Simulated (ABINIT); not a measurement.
Worked example: self-consistent single point of SrHI (P1, 6 atoms in the cell) in ABINIT.

Method: LDA (PW92), norm-conserving pseudopotentials (PseudoDojo nc-sr-04 LDA standard) (plane waves; ABINIT).

The change in words: lattice scaled by 0.98. Reference geometry:
```
CELL_PARAMETERS angstrom
      4.28957     0.00000     0.00000
      0.00000     4.28957     0.00000
      0.00000     0.00000     9.09781
ATOMIC_POSITIONS crystal
  Sr 0.99513 0.49668 0.14169
  Sr 0.49912 0.99991 0.85416
  H  0.50918 0.49842 0.00064
  H  0.99584 0.00235 0.00108
  I  0.99964 0.50069 0.68505
  I  0.50110 0.00195 0.31738
```

Reference input (self-consistent single point, DFT, LDA (PW92), plane waves, norm-conserving pseudopotentials (PseudoDojo nc-sr-04 LDA standard)): pseudos = [Sr.upf, H.upf, I.upf]; ecut = 37 Ha; occopt = 1; ngkpt = 4 4 2; nshiftk = 1; shiftk = 0 0 0; potentials = PseudoDojo nc-sr-04 LDA standard; nband = 21; kptopt = 1; nstep = 60; tolvrs = 1e-10; diemac = 4. This run's input differs from it in these lines:

```diff
@@ -5,5 +5,5 @@
 rprim
-         8.1061124924    0.0000000000    0.0000000000
-         0.0000000000    8.1061124924    0.0000000000
-         0.0000000000    0.0000000000   17.1923692339
+         7.9439909985    0.0000000000    0.0000000000
+         0.0000000000    7.9439909985    0.0000000000
+         0.0000000000    0.0000000000   16.8485222271
 natom 6
@@ -13,8 +13,8 @@
 xcart
-         4.2686626358    2.1305607859    1.2890323077
-         2.1410101784    4.2891882283    7.7709671940
-         2.1841675422    2.1379903211    0.0058316962
-         4.2717210992    0.0100933582    0.0098620260
-         4.2880171757    2.1477362242    6.2324820339
-         2.1494863687    0.0083560824    2.8874447422
+         4.1832897812    2.0879497688    1.2632516898
+         2.0981901745    4.2034048637    7.6155480209
+         2.1404843950    2.0952307141    0.0057150624
+         4.1862870756    0.0098914920    0.0096647857
+         4.2022572320    2.1047817000    6.1078325303
+         2.1064968418    0.0081889615    2.8296959108
       Angstrom
```

The program printed (abridged):

```
--- !BeginCycle
solver: {iscf: 7, nstep: 60, nline: 4, wfoptalg: 0, }
tolerances: {tolvrs: 1.00E-10, }
...

     iter   Etot(hartree)      deltaE(h)  residm     vres2
 ETOT  1  -95.884575086705    -9.588E+01 5.165E-02 2.446E+03
 ETOT  2  -95.979892195602    -9.532E-02 4.150E-03 3.023E+02
 ETOT  3  -95.989959778323    -1.007E-02 2.047E-03 1.381E+01
 ETOT  4  -95.990336460753    -3.767E-04 1.503E-03 3.637E-01
 ETOT  5  -95.990346458462    -9.998E-06 8.176E-04 1.091E-03
   [... 2 lines left out ...]
 ETOT  8  -95.990346520897    -2.573E-10 1.404E-04 1.182E-07
 ETOT  9  -95.990346520904    -7.731E-12 2.128E-04 1.503E-09
 ETOT 10  -95.990346520906    -1.279E-12 5.587E-05 1.007E-10
 ETOT 11  -95.990346520905     9.095E-13 9.301E-05 5.753E-12
 At SCF step   11       vres2   =  5.75E-12 < tolvrs=  1.00E-10 =>converged.

 Cartesian components of stress tensor (hartree/bohr^3)
  sigma(1 1)=  3.37997229E-05  sigma(3 2)= -1.17051926E-06
  sigma(2 2)=  3.42275855E-05  sigma(3 1)= -2.60203326E-06
  sigma(3 3)=  4.13571018E-05  sigma(2 1)= -1.41060460E-07

 ----iterations are completed or convergence reached----

 reduced coordinates (array xred) for    6 atoms
       0.995126004355      0.496684002159      0.141686000615
       0.499120002183      0.999911004372      0.854158003732
       0.509181002223      0.498416002184      0.000641000001
       0.995839004351      0.002353000013      0.001084000001
       0.999638004363      0.500688002197      0.685053003001
       0.501096002191      0.001948000010      0.317378001387
 cartesian forces (eV/Angstrom) at end:
   [... lines left out ...]
 Fermi (or HOMO) energy (hartree) =   0.10598   Average Vxc (hartree)=  -0.32875
   [... lines left out ...]
total_energy        : -9.59903465209048E+01
total_energy_eV     : -2.61203016603476E+03
band_energy         : -1.07384284817806E+01
...

-Cartesian components of stress tensor (GPa)         [Pressure= -1.0727E+00 GPa]
- sigma(1 1)=  9.94422014E-01  sigma(3 2)= -3.44378597E-02
- sigma(2 2)=  1.00701016E+00  sigma(3 1)= -7.65544486E-02
- sigma(3 3)=  1.21676774E+00  sigma(2 1)= -4.15014131E-03

 Calculation completed.
```

The run converged in 11 iterations. Against the reference run the free energy drops by 19.4 meV/atom, the pressure goes from -2.64 to -1.07 GPa, the largest force moves little (0.263 to 0.270 eV/Å) and the gap on the mesh goes from 3.131 to 3.118 eV.

The starting cell comes from a database of computed structures (which also holds hypothetical and non-ambient phases and stackings), without a prior relaxation at this level. Its atoms were displaced at random from the sites of space group no. 129. For this run, on top of that: lattice scaled by 0.98. Spin-orbit coupling is off.

Cost on one core of a shared machine: roughly 6 min.
